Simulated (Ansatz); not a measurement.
The starting structures come from a database of crystals and need not be the phases stable at ambient conditions.

Tunnelling through a barrier is set by its complex band structure: the current falls as exp(−2κd) with the smallest κ.

```xyz
16
Lattice="5.5809 0.0000 0.0000 1.8160 7.1219 0.0000 1.5599 -1.8208 5.0396" Properties=species:S:1:pos:R:3 pbc="T T T"
Ca     5.2198     0.5652     3.3635
Ca     3.7370     4.7358     1.6761
Ta     0.9080     3.5609     0.0000
Ta     0.0000     0.0000     0.0000
Al     2.7145     1.2041     1.5953
Al     6.2423     4.0970     3.4443
O      7.0649     0.0948     4.6656
O      1.8919     5.2063     0.3740
O      7.7131     5.0608     3.4905
O      1.2437     0.2402     1.5491
O      6.3807     2.7228     4.5337
O      2.5761     2.5782     0.5059
O      4.0816     0.1621     1.2649
O      4.8752     5.1389     3.7747
O      3.1382     1.7894     3.1896
O      5.8186     3.5116     1.8500
```

Space group of this cell: C2/c. The cell is taken as given; by PBEsol its mean pressure is 0.8 GPa.

Transport runs along the normal of the first two printed cell vectors.

The gap is the functional's own. No spin-orbit coupling. Mid-gap values are interpolated on the energy grid.

Q: State the band gap and the smallest decay constant κ at mid-gap according to PBEsol in Ansatz (a first-principles code).

A: Gap 3.97 eV on a 6×6×6 mesh; κ = 0.370 1/Å, at the zone centre.
